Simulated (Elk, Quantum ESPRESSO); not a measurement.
A Quantum ESPRESSO input for a self-consistent single point of MgNi3C (Pm-3m, 5 atoms in the cell) (DFT, LDA (PZ), plane waves, GBRV 1.5 ultrasoft (LDA) pseudopotentials):

```fortran
&CONTROL
    calculation = 'scf',
    prefix = 'MgNi3C',
    outdir = './tmp',
    pseudo_dir = './',
    tprnfor = .true.,
    tstress = .true.,
/
&SYSTEM
    ibrav = 1,
    celldm(1) = 6.99550911,
    nat = 5,
    ntyp = 3,
    ecutwfc = 50,
    ecutrho = 400,
    occupations = 'smearing',
    smearing = 'gaussian',
    degauss = 0.0147,
    nspin = 2,
    starting_magnetization(2) = 0.111,
/
&ELECTRONS
    conv_thr = 1.0d-9,
    mixing_beta = 0.3,
/
ATOMIC_SPECIES
Mg    24.3050  mg_lda_v1.4.uspp.F.UPF
Ni    58.6934  ni_lda_v1.4.uspp.F.UPF
C     12.0110  c_lda_v1.2.uspp.F.UPF
ATOMIC_POSITIONS {crystal}
Mg    0.00000000    0.00000000    0.00000000
Ni    0.00000000    0.50000000    0.50000000
Ni    0.50000000    0.00000000    0.50000000
Ni    0.50000000    0.50000000    0.00000000
C     0.50000000    0.50000000    0.50000000
K_POINTS {automatic}
9 9 9  0 0 0
```

Question: Translate this input to Elk.

Answer: One input that does it (others would too):

```
tasks
  0

xctype
  3

spinpol
  .true.

reducebf
  0.5

rgkmax
  7.5

gmaxvr
  16.0

nxlo
  2

lorbcnd
  .true.

lmaxi
  3

nempty
  8

stype
  0

swidth
  0.00734986

scale
  6.995509111

avec
    1.0000000000    0.0000000000    0.0000000000
    0.0000000000    1.0000000000    0.0000000000
    0.0000000000    0.0000000000    1.0000000000

atoms
  3   : nspecies
  'Mg.in'   : spfname
  1   : natoms; atposl, bfcmt below
  0.0000000000  0.0000000000  0.0000000000    0.0 0.0 0.0
  'Ni.in'   : spfname
  3   : natoms; atposl, bfcmt below
  0.0000000000  0.5000000000  0.5000000000    0.0 0.0 -1.0
  0.5000000000  0.0000000000  0.5000000000    0.0 0.0 -1.0
  0.5000000000  0.5000000000  0.0000000000    0.0 0.0 -1.0
  'C.in'   : spfname
  1   : natoms; atposl, bfcmt below
  0.5000000000  0.5000000000  0.5000000000    0.0 0.0 0.0

ngridk
  9 9 9
```

Basis settings and potentials, where a program has them, do not carry over. This input uses DFT, LDA (PW92), all-electron FP-LAPW, Elk's shipped species files, APW+lo basis with extra local orbitals. LDA parametrisations can differ slightly between programs. Both were run: size of the net moment 0.00 μB/atom in Quantum ESPRESSO and 0.00 in Elk.

On Elk: the starting cell comes from a database of computed structures (which also holds hypothetical and non-ambient phases and stackings), without a prior relaxation at this level. Its lattice was rescaled by a random factor within 2.5 % of one. The starting moments vanished: the run ended non-magnetic, which need not be the lowest state. Values depend on the basis (sphere radii, cutoffs, local orbitals), which need not be converged.

On Quantum ESPRESSO: the starting cell comes from a database of computed structures (which also holds hypothetical and non-ambient phases and stackings), without a prior relaxation at this level. Its lattice was rescaled by a random factor within 2.5 % of one. The starting moments vanished: the run ended non-magnetic, which need not be the lowest state. With a pressure of about 6 GPa the cell is away from its equilibrium volume at this level.
